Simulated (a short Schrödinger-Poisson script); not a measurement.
System: gated Al0.3Ga0.7As/GaAs modulation-doped gas, at 300 K.

| layer | material | thickness (nm) | Nd (cm⁻³) | Na (cm⁻³) |
|---|---|---|---|---|
| 1 | Al0.3Ga0.7As | 8 | - | - |
| 2 | Al0.3Ga0.7As | 30 | 6.7e17 | - |
| 3 | Al0.3Ga0.7As | 5 | - | - |
| 4 | GaAs | 6000 | - | 2e14 |

Constants are typed, rounded textbook-type inputs, not results; the design itself was drawn at random and stands for no fabricated device. Al0.3Ga0.7As: permittivity 12.05, conduction-band edge (eV) 0.237, gap (eV) 1.798, electron mass (mₑ) 0.0919, Nv at 300 K (cm⁻³) 9e18. GaAs: permittivity 12.9, conduction-band edge (eV) 0, gap (eV) 1.424, Nv at 300 K (cm⁻³) 9e18.

Channel valleys (confinement mass, in-plane density-of-states mass, number): Γ 0.067, 0.067, 1. At the gate the conduction-band edge of layer 1 lies 0.99 eV − eVg above the Fermi level of the channel; the field vanishes at the back. Donor level 0.006 eV below the band edge. The barrier under the gate holds no holes. Gaps are held at their typed values at every temperature. Mesh 0.08 nm at interfaces.

Solved with a short Schrödinger-Poisson script written for these runs: 1D Poisson equation in equilibrium, electrons quantum, Hartree (BenDaniel-Duke, 40 states a valley, the channel's in-plane mass for all, wave functions free to enter the barrier), parabolic valleys, classical holes, donors ionised by Fermi statistics, acceptors fully, no traps, pinning or gate leakage.

The same stack at other levels of the model or other numerical settings:

```tsv
run	sheet density of all electrons at Vg = 0.5 V (cm⁻²)	sheet density of all electrons at Vg = 0 V (cm⁻²)	capacitance at Vg = 0.5 V (μF/cm²)	centroid of the channel electrons at Vg = 0.5 V (nm)	rough cost against the base
base	5.49e11	1.94e10	0.247	14.95	about 1
electrons treated as classical, Boltzmann	5.83e11	2.05e10	0.247	11.92	0.03
electrons treated as classical, Fermi-Dirac	5.69e11	2.05e10	0.246	13.06	0.1
electrons treated as quantum, Hartree plus LDA exchange-correlation	5.61e11	2.03e10	0.246	14.25	2
mesh six times as coarse	5.50e11	1.98e10	0.247	15.08	0.3
one subband a valley	5.20e11	8.74e9	0.248	9.63	0.4
```

The classical rows ignore confinement, and Boltzmann statistics overrate the density once the band edge passes the Fermi level.
